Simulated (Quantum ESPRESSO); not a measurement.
# Cost against accuracy: K_POINTS for Tl (P6_3/mmc, 4 atoms in the cell)

```
Tl
1.0
    3.47987     0.00000     0.00000
   -1.73994     3.01365     0.00000
    0.00000     0.00000    11.17322
Tl
4
Direct
  0.00000   0.00000   0.00000
  0.00000   0.00000   0.50000
  0.33333   0.66667   0.25000
  0.66667   0.33333   0.75000
```

Method: PBE, GBRV 1.5 ultrasoft (PBE) pseudopotentials (plane waves; Quantum ESPRESSO).

Base settings: ecutwfc = 40 Ry; ecutrho = 200 Ry; occupations = smearing; smearing = marzari-vanderbilt; degauss = 0.019992 Ry; potentials = {Tl: tl_pbe_v1.2.uspp.F.UPF}; K_POINTS = automatic 11 11 3 0 0 0; conv_thr = 1e-09 Ry; mixing_beta = 0.3.

Misses are taken against the tightest run, automatic 21 21 6 0 0 0, which need not be fully converged itself. The energy is the free energy per atom.

The count of work is k-points × plane waves × bands × iterations; it is no time, and leaves out set-up, grids and terms that scale otherwise. Core times come from one kind of shared machine and are given to one figure; runs under 30 s give none.

The starting cell comes from a database of computed structures (which also holds hypothetical and non-ambient phases and stackings), without a prior relaxation at this level. Its lattice was rescaled by a random factor within 2.5 % of one.

| K_POINTS | energy less reference (meV/atom) | pressure less reference (GPa) | count of work / reference | core time / reference (rough) |
|---|---|---|---|---|
| automatic 1 1 1 0 0 0 | -3224.74 | -24.20 | 0.0056 | – |
| automatic 2 2 1 0 0 0 | -693.58 | -1.94 | 0.0095 | – |
| automatic 3 3 1 0 0 0 | 314.20 | 0.56 | 0.017 | – |
| automatic 4 4 2 0 0 0 | 53.42 | 0.79 | 0.045 | – |
| automatic 5 5 2 0 0 0 | 14.08 | -0.04 | 0.065 | – |
| automatic 6 6 2 0 0 0 | 10.19 | -0.06 | 0.067 | – |
| automatic 7 7 2 0 0 0 | 11.82 | 0.06 | 0.076 | 0.07 |
| automatic 9 9 3 0 0 0 | -0.62 | 0.05 | 0.11 | 0.10 |
| automatic 10 10 3 0 0 0 | -8.66 | -0.03 | 0.13 | 0.1 |
| automatic 11 11 3 0 0 0 | -5.88 | -0.09 | 0.14 | 0.2 |
| automatic 12 12 4 0 0 0 | 2.61 | 0.00 | 0.27 | 0.2 |
| automatic 14 14 4 0 0 0 | 0.65 | 0.00 | 0.38 | 0.3 |
| automatic 17 17 5 0 0 0 | -0.48 | -0.01 | 0.51 | 0.4 |
| automatic 21 21 6 0 0 0 | 0.00 | 0.00 | 1.0 | 1 |

Coarsest setting among those run that, with all tighter ones, holds the energy within 5 meV/atom of the reference: automatic 12 12 4 0 0 0, off by 2.6 meV/atom; it needs 0.27 of the reference's count of work and about 0.2 of the reference's time. The coarser automatic 9 9 3 0 0 0 also lies inside, but a setting between leaves the range again, so that is luck.

Coarsest setting among those run that, with all tighter ones, holds the energy within 1 meV/atom of the reference: automatic 14 14 4 0 0 0, off by 0.65 meV/atom; it needs 0.38 of the reference's count of work and about 0.3 of the reference's time. The coarser automatic 9 9 3 0 0 0 also lies inside, but a setting between leaves the range again, so that is luck.

The step from automatic 3 3 1 0 0 0 to automatic 5 5 2 0 0 0: it takes the miss in the energy from 310 to 14 meV/atom, for 3.9 times the count of work.
